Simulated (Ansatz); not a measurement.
Output of an Ansatz run (abridged):

```
WARN ansatz: RAYON_NUM_THREADS=1 ignored (pool sized by the plan → 1); use --threads N
Pseudopotentials: kind: paw
Pseudopotential: La, paw, valence charge 11
Pseudopotential: Zn, paw, valence charge 12
Crystal: 2 atoms, lattice volume = 53.476 Å³
Basis set: ecut = 420 eV, 1021 PW (Γ), exchange–correlation on 54×54×54 points (8 copies of the dense FFT grid, shifted against one another)
Bands: 16, of which v1, the nominal top of the filled ones, is band 12 counted from 1 (11 counted from 0)
Symmetry: 8 space group operations
Space group: P4mm (ITA 99), of the structure as read, at distance tolerance 3.8e-5 Å
k-points: 75 of 729 (time reversal used)
PAW frozen core: La, regenerated for the run's functional, and the local potential with it
PAW frozen core: Zn, regenerated for the run's functional, and the local potential with it
Initial density: superposition of atomic densities (neutral atoms: chi_scale 0, normalization atom), corrected by the library's trained network
Initial wavefunctions: pseudopotential atomic-orbital guess
Eigensolver: davidson
Functional: x = pbesol(κ = 0.804, μ = 0.12345679012345678), c = pbesol(β = 0.046)
SCF iter   1: F=—  HF=-9442.696374 eV  |F-HF|=—  |Δ(HF+E_count)|=         —  Δρ=2.85e-3  dr2=2.42e-3  ethr=1.77e-3  ⟨swp⟩=4.6  Hψ=5266  notcnv=0
all-band conjugate gradients solve this SCF's bands
preconditioner: auto → Kerker (q_TF=auto, 2.370 Å⁻¹)
SCF iter   2: F=—  HF=-9442.694963 eV  |F-HF|=—  |Δ(HF+E_count)|=   1.41e-3  Δρ=9.24e-4  dr2=1.93e-4  ethr=1.05e-5  ⟨swp⟩=2.0  Hψ=2525  notcnv=0
SCF iter   3: F=—  HF=-9442.694899 eV  |F-HF|=—  |Δ(HF+E_count)|=   6.43e-5  Δρ=7.03e-4  dr2=1.62e-4  ethr=8.39e-7  ⟨swp⟩=2.0  Hψ=1635  notcnv=0
SCF iter   4: F=—  HF=-9442.694889 eV  |F-HF|=—  |Δ(HF+E_count)|=   9.98e-6  Δρ=1.65e-4  dr2=1.00e-5  ethr=7.02e-7  ⟨swp⟩=2.0  Hψ=1674  notcnv=0
SCF iter   5: F=—  HF=-9442.694907 eV  |F-HF|=—  |Δ(HF+E_count)|=   1.76e-5  Δρ=3.94e-5  dr2=7.97e-7  ethr=4.36e-8  ⟨swp⟩=2.5  Hψ=2118  notcnv=0
SCF iter   6: F=-9442.694907 eV  HF=-9442.694907 eV  |F-HF|=8.94e-9  |Δ(HF+E_count)|=   4.31e-8  Δρ=9.14e-6  dr2=4.37e-8  ethr=4.35e-10  ⟨swp⟩=4.1  Hψ=5276  notcnv=0
SCF 1 converged in 6 iterations: F = -9442.694907 eV  dr2 = 4.37e-8
SCF converged after 6 iterations
Free energy (F): -9442.694907 eV
Harris-Foulkes:  -9442.694907 eV  (|F-HF|=8.94e-9)
Internal energy: -9442.680134 eV  (E = F + TS)
E sigma→0 (E₀):  -9442.687520 eV
Entropy (-TS):   -0.014773 eV (-7.386 meV/atom)
Fermi energy:    10.448251 eV
--- Per-component energies (eV) ---
  E_band       = -3.297419
  E_kinetic    = 322.530197
  E_local      = -2106.707003  (includes V_loc(G=0)·N_el)
  E_nonlocal   = 707.695153
  E_hartree    = 863.438920
  E_xc         = -273.897953
  E_vxc        = -199.416677  (∫ρ·V_xc dr)
  E_paw        = -7115.423343  (= ΣΔE_a)
  E_vpaw       = -454.279136  (= ΣTr[D̂ρ^β])
  E_aug_tail   = -0.000374  (compensation charges beyond the density's cutoff)
  E_ewald      = -1841.282595
  E_core_change = 0.966864  (= ΣΔE_core)
  E_smearing   = -0.014773  (= −TS)
  E_closure    = -0.000000  (closes the sum)
  Σ components = -9442.694907   (vs F -9442.694907, Δ=0.00e0)
--- Forces (eV/Å), atoms counted from 1 ---
  atom   1  La     0.00000000     0.00000000    -0.08810496
  atom   2  Zn    -0.00000000     0.00000000     0.08812624
  max |Σ_I F_I| component: 2.13e-5 eV/Å
--- Stress (GPa, compression-positive) ---
       -2.779798       0.000000      -0.000000
        0.000000      -2.779798       0.000000
       -0.000000       0.000000      -2.779413
  P = ⅓ Tr σ = -2.7797 GPa (-27.797 kbar)
  The stress holds the Pulay correction. Without it, at fixed plane waves, as pw.x and ABINIT print it: P = -2.8000 GPa
--- Band table (eV; the first three rows and the last of 75) ---
  k-point 0: bands = ["-22.3633", "-5.7115", "-5.7115", "-5.7113", "3.4603", "3.4614", "3.5934", "3.5943", "3.5943", "4.4222", "10.0482", "10.0526", "12.1032", "12.1032", "12.1050", "12.2412"]
  k-point 1: bands = ["-22.3558", "-5.8144", "-5.7031", "-5.7031", "3.4657", "3.4826", "3.5942", "3.5942", "3.5947", "4.6175", "10.0990", "10.1412", "11.9951", "12.0873", "12.0873", "12.2194"]
  k-point 2: bands = ["-22.3367", "-6.0634", "-5.6817", "-5.6817", "3.4791", "3.5348", "3.5944", "3.5944", "3.5980", "5.1537", "10.0614", "10.2269", "11.8436", "12.0130", "12.0130", "12.1550"]
  k-point 74: bands = ["-22.1820", "-6.2474", "-6.2442", "-6.2438", "3.5755", "3.5883", "3.5885", "3.6990", "3.6994", "7.7872", "8.5004", "8.5032", "9.6447", "12.2533", "12.2534", "12.2594"]
```

The structure:

```xyz
2
Lattice="3.7675 0.0000 0.0000 0.0000 3.7675 0.0000 0.0000 0.0000 3.7675" Properties=species:S:1:pos:R:3 pbc="T T T"
La     0.0000     0.0000     0.0500
Zn     1.8837     1.8837     1.8837
```

### Question
What input produced this log?

### Answer
Other spellings and defaults could give the same log, and not every line can be read from it. The input that was run (DFT, PBEsol, plane waves, default PAW files made with PBE):

Ansatz 0.2 input:
```yaml
# LaZn
crystal:
  lattice:
    - [3.767489, 0.000000, 0.000000]
    - [0.000000, 3.767489, 0.000000]
    - [0.000000, 0.000000, 3.767489]
  atoms:
    - { symbol: La, position: [0.000000, 0.000000, 0.013271] }
    - { symbol: Zn, position: [0.500000, 0.500000, 0.500000] }
basis:
  ecutwfc: 420.0
kpoints:
  mp_grid: { grid: [9, 9, 9] }
hamiltonian:
  xc: pbesol
  pseudopotentials: { kind: paw }
scf:
  occupations: { method: gaussian, width: 0.1 }
output:
  forces: true
  eigenvalues: true
  stress: true
```

The starting cell comes from a database of computed structures (which also holds hypothetical and non-ambient phases and stackings), without a prior relaxation at this level. Its lattice was rescaled by up to half a per cent. One atom was moved a little off its site on purpose. Ansatz's pressure includes its estimate of the finite-basis (Pulay) stress.

Ansatz is a first-principles code.
